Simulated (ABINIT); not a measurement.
## Converging the plane-wave cutoff: MnBe₃ (P4mm, 4 atoms in the cell)

```
CELL_PARAMETERS angstrom
      3.23548     0.00000     0.00000
      0.00000     3.23548     0.00000
      0.00000     0.00000     3.23548
ATOMIC_POSITIONS crystal
  Be 0.01545 0.50000 0.50000
  Be 0.50000 0.00000 0.50000
  Be 0.50000 0.50000 0.00000
  Mn 0.00000 0.00000 0.00000
```
Moments meant for the start (each program seeds them in its own way; μB, in the order of the atoms Be Be Be Mn): 0.0 0.0 0.0 4.0.

Method: LDA (PW92), PAW (JTH v2.0 LDA PAW) (plane waves; ABINIT 10.0.3).

Base settings: pseudos = [Be.LDA_PW-JTH.xml, Mn.LDA_PW-JTH.xml]; ecut = 30 Ha; pawecutdg = 60 Ha; pawxcdev = 0; nsppol = 2; occopt = 7; tsmear = 0.00367493 Ha; ngkpt = 4 4 4; nshiftk = 1; shiftk = 0 0 0.

Moved along: pawecutdg.

The second cell is the first with its lattice scaled by 0.98.

The mesh stays at the base's, so the ladder's end is converged at best in this setting alone.

Only quantities that move along the ladder and can be compared are tabulated.

The count of work is k-points × plane waves × bands × iterations; it is no time. Core times come from one kind of shared machine, to one figure; runs under 30 s give none.

The starting cell comes from a database of computed structures (which also holds hypothetical and non-ambient phases and stackings), without a prior relaxation at this level. Its lattice was rescaled by up to half a per cent. One atom was moved a little off its site on purpose. With one magnetic atom in the cell only a parallel order is possible. In the base run, with a pressure of about -7 GPa the cell is away from its equilibrium volume at this level. Without a gap this mesh is coarse (it stands for a supercell whose shortest vector is 13 Å).

Steps (ecut): 10 Ha; 12 Ha; 14 Ha; 15 Ha; 16 Ha; 18 Ha; 21 Ha; 27 Ha; 30 Ha; 36 Ha; 45 Ha; 60 Ha; 72 Ha.

Task: What is the coarsest ecut that holds the free energy within 1 meV/atom of the last step, with all finer ones?

Result: 45 Ha, at 0.45 of the last step's count of work; the step before is off by 1.3 meV/atom.

Task: What is the coarsest ecut that holds the pressure within 0.2 GPa of the last step, with all finer ones?

Result: 36 Ha, at 0.34 of the last step's count of work; the step before is off by 0.50 GPa.

Task: What is the coarsest ecut that holds the forces within 0.01 eV/Å of the last step, with all finer ones?

Result: 12 Ha, at 0.062 of the last step's count of work; the step before is off by 0.012 eV/Å.

| ecut | free energy less the last step's (meV/atom) | energy of the compressed cell less the first (meV/atom) | pressure (GPa) | largest difference of a force vector from the last step's (eV/Å) | count of work / last | core time / last (rough) |
|---|---|---|---|---|---|---|
| 10 Ha | 1652.40 | -2.87 | -150.12 | 0.012 | 0.048 | – |
| 12 Ha | 457.74 | -13.50 | -47.75 | 0.005 | 0.062 | – |
| 14 Ha | 166.65 | -10.25 | -19.80 | 0.001 | 0.083 | 0.2 |
| 15 Ha | 108.93 | -5.66 | -14.52 | 0.000 | 0.092 | 0.2 |
| 16 Ha | 79.07 | -8.42 | -12.07 | 0.000 | 0.10 | 0.2 |
| 18 Ha | 42.88 | -6.72 | -9.52 | 0.000 | 0.12 | 0.2 |
| 21 Ha | 22.01 | -6.93 | -7.92 | 0.001 | 0.15 | 0.3 |
| 27 Ha | 10.28 | -6.97 | -7.47 | 0.001 | 0.23 | 0.3 |
| 30 Ha | 5.79 | -6.96 | -7.44 | 0.001 | 0.25 | 0.3 |
| 36 Ha | 1.32 | -7.02 | -7.06 | 0.000 | 0.34 | 0.5 |
| 45 Ha | 0.83 | -6.99 | -6.97 | 0.000 | 0.45 | 0.5 |
| 60 Ha | 0.07 | -6.99 | -6.95 | 0.000 | 0.73 | 0.8 |
| 72 Ha | 0.00 | -6.99 | -6.95 | 0.000 | 1.0 | 1 |

The energy difference between the two cells stays within 1 meV/atom of the last step's from 18 Ha on, the total only from 45 Ha on: much of the error is common to both cells and cancels.

At the lowest cutoff the pressure lies 143 GPa under the last step's, the usual sign of Pulay stress in an incomplete plane-wave basis.
